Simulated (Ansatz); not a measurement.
Base system: Mg₃Sb₂ (space group P-3m1, No. 164).

Mg3Sb2 is taken in the trigonal space group P-3m1 (No. 164), Pearson symbol hP5. Conventional cell: a = b = 4.567 Å, c = 7.247 Å, α = β = 90.00°, γ = 120.00°. Sb on 2d is coordinated by 4 Mg at 2.819–2.934 Å and 3 Mg at 3.115 Å. Mg1 on 1a is surrounded by 6 Sb at 3.115 Å (octahedral). Mg2 on 2d is surrounded by 4 Sb at 2.819–2.934 Å (tetrahedral). (Neighbours: up to the widest gap in distance over summed covalent radii, below 1.35, at either atom; cation-cation and far metal-metal contacts left out.)

Computed with r2SCAN/PAW in Ansatz (a first-principles code), no spin-orbit coupling.

Base values:

Lattice parameter a: 8.630 bohr
c/a ratio: 1.587

The change: a hydrostatic pressure of 10 GPa.

Question: What does the calculation give for the lattice parameter a and c/a ratio after the change?

Answer: The lattice parameter a drops by 0.4177 bohr, from 8.630 bohr to 8.213 bohr; the c/a ratio shrinks by 0.013, from 1.587 to 1.574.

With Sb present, leaving out spin-orbit coupling can change the band edges. Load acts through the strain it causes; cell and atoms are relaxed under it. No phonon test of stability was made. Competing high-pressure phases were not computed.
